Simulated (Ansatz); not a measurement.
An Ansatz (a first-principles code) input (PBEsol in Ansatz (plane waves to 420 eV, PAW, no spin-orbit coupling)):

Ansatz 0.2 input:
```yaml
crystal:
  lattice:
    - [0, 3.5742566048, 3.5742566048]
    - [3.5742566048, 0, 3.5742566048]
    - [3.5742566048, 3.5742566048, 0]
  atoms:
    - { symbol: Sb, position: [0.75, 0.75, 0.75] }
    - { symbol: Sb, position: [0.5, 0.5, 0.5] }
basis: { ecutwfc: 420, ecutrho_ratio: 4, xc_grid: 2, fft_grid_basis: typed }
kpoints: { mp_grid: { grid: [15, 15, 15] } }
hamiltonian:
  xc: pbesol
  dispersion: none
  pseudopotentials: { kind: paw }
scf: { occupations: { method: fermi_dirac, width: 0.1 }, convergence: { dr2_threshold: 0.0000000002 } }
relax: { f_tol: 0.005, max_steps: 50 }
output: { forces: true, stress: true }
checkpoint: { write: state.ck, write_every: 1000 }
```

**Question.** Which symmetry and how many k-points will the program report, and about how many plane waves at Γ?

**Answer.** Space group Fd-3m (ITA 227) with 48 operations, k-points 120 of 3375, and 1807 plane waves at Γ.

**Question.** And the final pressure?

**Answer.** -3.26 GPa (compression positive).

The cells carry an imposed strain or load. Whether these cells are dynamically stable was not tested. The cell was made from Sb in the diamond structure (space group Fd-3m, No. 227; a hypothetical phase, not in the database extracts checked) by this change: isotropic strain +4.04 %.
